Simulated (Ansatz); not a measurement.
**Several settings converged on K₃VSe₄ (Fmm2, 8 atoms in the cell)**

```
K3VSe4
1.0
   -3.52137     3.52137     6.52099
    3.52137    -3.52137     6.52099
    3.52137     3.52137    -6.52099
K V Se
3 1 4
Direct
  0.50383   0.50383   0.00000
  0.75000   0.25000   0.50000
  0.25000   0.75000   0.50000
  0.00000   0.00000   0.00000
  0.28921   0.90979   0.00000
  0.09021   0.09021   0.37942
  0.90979   0.28921   0.00000
  0.71079   0.71079   0.62058
```

Base method: LDA (PW92), default PAW files made with PBE (plane waves; Ansatz, a quantum-chemistry and plane-wave program).

Base settings: basis.ecutwfc = 420 eV; kpoints.mp_grid.grid = 2 2 2; hamiltonian.xc = lda; hamiltonian.pseudopotentials = {kind: paw} (the program's default PAW files); scf.occupations.method = fermi_dirac; scf.occupations.width = 0.05 eV.

The count of work is k-points × plane waves × bands × iterations; it is no time. Core times come from one kind of shared machine, to one figure; runs under 30 s give none.

**The cutoff for other potential files**

Level: DFT, LDA (PW92), plane waves, harder PAW files (source: ansatz) made with PBE.

In this ladder: hamiltonian.pseudopotentials = {kind: paw, source: ansatz}.

The second cell is the first with its lattice scaled by 0.98.

The mesh stays at the base's, so the ladder's end is converged at best in this setting alone.

Only quantities that move along the ladder and can be compared are tabulated.

| basis.ecutwfc | free energy less the last step's (meV/atom) | energy of the compressed cell less the first (meV/atom) | pressure without the Pulay estimate (GPa) | largest difference of a force vector from the last step's (eV/Å) | gap on the mesh (eV) | count of work / last |
|---|---|---|---|---|---|---|
| 380 eV | 983.08 | -17.46 | -21.88 | 0.012 | 1.347 | 0.12 |
| 460 eV | 204.25 | -17.27 | -6.66 | 0.000 | 1.332 | 0.18 |
| 590 eV | 17.79 | -18.04 | -2.47 | 0.000 | 1.318 | 0.21 |
| 715 eV | 1.54 | -18.03 | -1.99 | 0.000 | 1.318 | 0.28 |
| 840 eV | 0.32 | -18.05 | -1.94 | 0.000 | 1.318 | 0.35 |
| 1010 eV | 0.10 | -18.05 | -1.93 | 0.000 | 1.318 | 0.47 |
| 1260 eV | 0.06 | -18.05 | -1.93 | 0.000 | 1.318 | 0.71 |
| 1680 eV | 0.00 | -18.05 | -1.93 | 0.000 | 1.318 | 1.0 |

Coarsest basis.ecutwfc that holds the forces within 0.01 eV/Å of the last step, with all finer ones: 460 eV, at 0.18 of the last step's count of work; the step before is off by 0.012 eV/Å.

Coarsest basis.ecutwfc that holds the energy of the compressed cell less the first within 0.5 meV/atom of the last step, with all finer ones: 590 eV, at 0.21 of the last step's count of work; the step before is off by 0.79 meV/atom.

Coarsest basis.ecutwfc that holds the gap on the mesh within 0.01 eV of the last step, with all finer ones: 590 eV, at 0.21 of the last step's count of work; the step before is off by 0.014 eV.

The energy difference between the two cells stays within 1 meV/atom of the last step's from 380 eV on, the total only from 840 eV on: much of the error is common to both cells and cancels.

At the lowest cutoff the pressure without the Pulay estimate lies 20.0 GPa under the last step's, the usual sign of Pulay stress in an incomplete plane-wave basis.

**The density cutoff**

The mesh stays at the base's, so the ladder's end is converged at best in this setting alone.

Only quantities that move along the ladder and can be compared are tabulated.

| basis.ecutrho_ratio | free energy less the last step's (meV/atom) |
|---|---|
| 2 | -2.16 |
| 3 | -0.02 |
| 4 | -0.01 |
| 5 | 0.00 |
| 6 | 0.00 |
| 8 | 0.00 |
| 10 | 0.00 |
| 12 | 0.00 |
| 16 | 0.00 |

Coarsest basis.ecutrho_ratio that holds the free energy within 2 meV/atom of the last step, with all finer ones: 3; the step before is off by 2.2 meV/atom.

**The relaxed cell against the cutoff**

On K3VSe4 (I-42m, 8 atoms in the cell): atoms on their sites.

In this ladder: relax = cell and atoms.

The mesh stays at the base's, so the ladder's end is converged at best in this setting alone.

Only quantities that move along the ladder and can be compared are tabulated.

```csv
basis.ecutwfc,relaxed volume (Å³/atom),relaxation steps,core time / last (rough)
210 eV,36.559,73,2
250 eV,36.564,27,0.8
295 eV,36.542,12,0.4
355 eV,36.481,9,0.5
420 eV,36.492,6,0.4
505 eV,36.483,6,0.5
630 eV,36.480,6,0.7
840 eV,36.480,6,1
```

Coarsest basis.ecutwfc that holds the relaxed volume within 0.036 Å³/atom of the last step, with all finer ones: 355 eV; the step before is off by 0.061 Å³/atom.

At the lowest cutoff the cell relaxes to a volume 0.2 % larger than at the highest. Ansatz relaxes on a stress corrected for the finite basis.

On the base run: the starting cell comes from a database of computed structures (which also holds hypothetical and non-ambient phases and stackings), without a prior relaxation at this level. Its lattice was rescaled by up to half a per cent. One atom was moved a little off its site on purpose.

Keys are those of Ansatz 0.2.
